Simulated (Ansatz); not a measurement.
Input and output of a relaxation of cell and atoms for ScHg3 (P6_3/mmc, 8 atoms in the cell) (Ansatz, a quantum-chemistry and plane-wave program).

Level of theory: LDA (PW92), PAW files made with PBE (plane waves; Ansatz).

```yaml
crystal:
  lattice:
    - [6.38221, 0.00000, 0.00000]
    - [-3.19110, 5.52715, 0.00000]
    - [0.00000, 0.00000, 4.79894]
  atoms:
    - { symbol: Sc, position: [0.66667, 0.33333, 0.75000] }
    - { symbol: Sc, position: [0.33333, 0.66667, 0.25000] }
    - { symbol: Hg, position: [0.66141, 0.83071, 0.75000] }
    - { symbol: Hg, position: [0.33859, 0.16930, 0.25000] }
    - { symbol: Hg, position: [0.83071, 0.66141, 0.25000] }
    - { symbol: Hg, position: [0.16930, 0.33859, 0.75000] }
    - { symbol: Hg, position: [0.16930, 0.83071, 0.75000] }
    - { symbol: Hg, position: [0.83071, 0.16930, 0.25000] }
```

Reference input (self-consistent single point, DFT, LDA (PW92), plane waves, PAW files made with PBE): kpoints.mp_grid.grid = 4 4 5; hamiltonian.xc = lda; hamiltonian.pseudopotentials = {kind: paw} (the program's default PAW files); scf.occupations.method = gaussian; scf.occupations.width = 0.1 eV. This run's input differs from it in these lines:

```diff
@@ -21,2 +21,4 @@
   occupations: { method: gaussian, width: 0.1 }
+relax:
+  cell: {}
 output:
```

Output (repeated stretches shortened):

```
   [... SCF lines of the steps left out ...]
relax step   1: F+E_penalty+E_count = -85325.39423466 eV  Δ(F+E_penalty+E_count) = +0.000e0 eV  max|allowed force component| = 1.303e-3 eV/Å  Δτ_max = 0.0000 Å  P = -4.528 GPa  Ω = 169.285 Å³  (10 SCF iters, dr2 threshold 1.00e-7 eV, accepted)
relax step   2: F+E_penalty+E_count = -85325.35854844 eV  Δ(F+E_penalty+E_count) = +3.569e-2 eV  max|allowed force component| = 3.144e-2 eV/Å  Δτ_max = 0.0074 Å  P = +6.623 GPa  Ω = 150.617 Å³  energy of the carried Pulay correction = +4.902e-3 eV  [...]
   [... lines left out ...]
relax step   6: F+E_penalty+E_count = -85325.53672162 eV  Δ(F+E_penalty+E_count) = -3.559e-5 eV  max|allowed force component| = 1.391e-4 eV/Å  Δτ_max = 0.0001 Å  P = -0.000 GPa  Ω = 159.940 Å³  energy of the carried Pulay correction = +2.383e-3 eV  [...]
relax step   7: F+E_penalty+E_count = -85325.53439438 eV  Δ(F+E_penalty+E_count) = +2.327e-3 eV  max|allowed force component| = 1.309e-4 eV/Å  Δτ_max = 0.0000 Å  P = -0.002 GPa  Ω = 159.940 Å³  stress off target by 2.44e-3 GPa  SCF on the basis [...]
basis re-selected at this cell: Δ(F+E_penalty+E_count) = +2.327e-3 eV, ΔP = -0.002 GPa vs the last step
the relaxation is at rest under the 24 symmetry operations that the run kept from its start: a minimum is not shown …
Free energy (F): -85325.534394 eV
Internal energy: -85325.502753 eV  (E = F + TS)
E sigma→0 (E₀):  -85325.518574 eV
Entropy (-TS):   -0.031641 eV (-3.955 meV/atom)
Fermi energy:    16.794048 eV
--- Forces (eV/Å), atoms counted from 1 ---
  atom   1  Sc     0.00000000    -0.00000000    -0.00000000
   [... lines left out ...]
  cell:  # Å, volume = 159.9401 Å³
   [... lines left out ...]
    - { symbol: Hg, position: [0.8309829638608786, 0.661965927721757, 0.25000000000000006] }
    - { symbol: Hg, position: [0.1690170361391215, 0.338034072278243, 0.7500000000000001] }
    - { symbol: Hg, position: [0.16901703613912147, 0.8309829638608784, 0.7500000000000001] }
    - { symbol: Hg, position: [0.8309829638608786, 0.1690170361391215, 0.25000000000000006] }
```

The run converged.  The full log also holds: “iter 5 did not close the SCF: its close was put off for the readings that it lacked (scf_convergence_deferred on its scf_iter line)”. The full log also holds: “iter 4 did not close the SCF: its close was put off for the readings that it lacked (scf_convergence_deferred on its scf_iter line)”.

Summary of the result:
Free energy E − TS (on the zero of these files): -85325.5344 eV
Fermi level (on the code's own zero): 16.79 eV
Pressure: 0.00 GPa
Final cell: a = b = 6.2537 Å, c = 4.7223 Å, α = β = 90.00°, γ = 120.00°
Final volume per atom: 19.99 Å³
Relaxation steps: 7

The starting cell comes from a database of computed structures (which also holds hypothetical and non-ambient phases and stackings), without a prior relaxation at this level. Its lattice was rescaled by a random factor within 2.5 % of one. The relaxation keeps the symmetry of its start, so its end need not be a minimum. Ansatz's pressure includes its estimate of the finite-basis (Pulay) stress.

Cost on one core of a shared machine: roughly 50 s.

Keys are those of Ansatz 0.2.
